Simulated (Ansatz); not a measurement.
The starting structures come from a database of crystals and need not be the phases stable at ambient conditions.

By PBEsol, the system below comes out a metal.

```xyz
8
Lattice="4.7646 0.0000 0.0000 0.0000 5.4325 0.0000 0.0000 0.0000 4.3237" Properties=species:S:1:pos:R:3 pbc="T T T"
Cu     3.3304     0.0000     2.1618
Cu     1.4341     2.7163     0.0000
Cu     4.0222     4.0772     0.0000
Cu     4.0222     1.3553     0.0000
Cu     0.7424     4.0716     2.1618
Cu     0.7424     1.3610     2.1618
Sn     3.1390     2.7163     2.1618
Sn     1.6256     0.0000     0.0000
```

The cell is taken as given; by PBEsol it stands under a pressure of -1.7 GPa.

The current flows along the normal of the first two printed cell vectors. No spin-orbit coupling; the value is a mean over 0.1 eV about the Fermi level.

### Question
Predict the ballistic conductance per area from PBEsol run with Ansatz (an electronic-structure program).

### Answer
0.76 × 10¹⁵ S/m² for both spins.
